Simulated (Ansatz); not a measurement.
Here is the system:

```
CELL_PARAMETERS angstrom
      3.06239     0.00000     0.00000
     -1.53120     2.65211     0.00000
      0.00000     0.00000    11.28109
ATOMIC_POSITIONS crystal
  W  0.66667 0.33333 0.25000
  W  0.33333 0.66667 0.75000
  S  0.66667 0.33333 0.88992
  S  0.33333 0.66667 0.38992
  S  0.33333 0.66667 0.11008
  S  0.66667 0.33333 0.61008
```

No spin polarisation.

Computed with PBEsol-D3(BJ) (Ansatz, a quantum-chemistry and plane-wave program; PAW; 420 eV plane waves; no spin-orbit coupling). Γ-centred 12×12×3 mesh, Fermi–Dirac width 0.05 eV.

Estimate the band gap.

0.31 eV.

Estimate the valence-band top at Γ (three highest levels, from the VBM).

0.00, -0.98, -2.02 eV.

What smallest direct gap does the calculation give?

1.67 eV.

Predict the hole mass.

1.3 mₑ along c, 0.33 mₑ across (at Γ).

Spin-orbit coupling, missing from the scalar runs, can matter with W. Load acts through the strain it causes; cell and atoms are relaxed under it. Masses are band curvatures over ±0.01 Å⁻¹ around the edge. Whether these cells are dynamically stable was not tested. No other phases were tried under pressure. The cell was made from WS₂ (space group P6_3/mmc, No. 194; layered, stacked along the Cartesian z axis) by this change: pressure 7.5 GPa.
